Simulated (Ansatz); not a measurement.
**HfO₂ (space group P4_2/nmc, No. 137)**

Space group P4₂/nmc, origin choice 1 (No. 137); a = 3.5671 Å, b = 3.5671 Å, c = 5.1660 Å, α = 90.00°, β = 90.00°, γ = 90.00°

| atom | site | symmetry | x | y | z |
|---|---|---|---|---|---|
| Hf | 2a | -4m2 | 0.0000 | 0.0000 | 0.0000 |
| O | 4d | 2mm. | 0.0000 | 0.5000 | 0.2001 |

Level of theory: PBEsol (Ansatz, a first-principles code, PAW, without spin-orbit coupling). k-mesh 9×9×7 (Γ-centred); smearing 0.05 eV (Fermi–Dirac).

The volume per atom is 10.96 Å³, the density is 10.63 g/cm³ and the band gap is 4.57 eV, indirect, A → Γ. The electron mass is 0.96 mₑ along c, 0.78 mₑ across and the total energy is -5575.051 eV/atom (σ→0; compares only within this code and set-up).

With Hf present, leaving out spin-orbit coupling can change the band edges. Masses are band curvatures over ±0.01 Å⁻¹ around the edge. No phonon test of stability was made. This is not the structure that HfO2 has at room temperature and ambient pressure.
